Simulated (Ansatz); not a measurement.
Fluorite CoSi2 was calculated with PBE-D3(BJ) (Ansatz, a program for electronic structure, plane waves, PAW).

Settings: plane-wave cutoff 520 eV, 18×18×18 k mesh, Fermi–Dirac smearing 0.05 eV, no spin polarisation, scalar-relativistic PAW data made under PBE.

Computed points:

```
V (Å³/atom)  E − E_lowest (meV/atom)  P (GPa)
-----------  -----------------------  -------
11.689                         30.39    13.81
11.937                         13.00     8.69
12.186                          3.13     4.11
12.435                          0.00     0.00
12.683                          2.91    -3.68
12.932                         11.24    -6.98
13.181                         24.40    -9.93
```

Q: Estimate the bulk modulus from the pressures at 12.186 and 12.683 Å³/atom, and compare it with a fit to all energies.

A: B = −V dP/dV. Between V = 12.186 and 12.683 Å³/atom, dP/dV = (-3.68 − (4.11))/(12.683 − 12.186) = -15.7 GPa per Å³/atom; at the midpoint 12.434 Å³/atom this gives B ≈ 195 GPa. The third-order Birch–Murnaghan fit gives V0 = 12.435 Å³/atom, B0 = 194 GPa, B′ = 4.5, which lies within 1 % of that estimate.

Measured, for comparison: equilibrium volume per atom 12.87 Å³/atom (room temperature, not corrected to a static lattice; as tabulated in Hegde and Bowen (2014), arXiv:1405.1317). Computed (rounded) less measured: equilibrium volume per atom -3.4 %.

The result took around 110 core-seconds (rough).
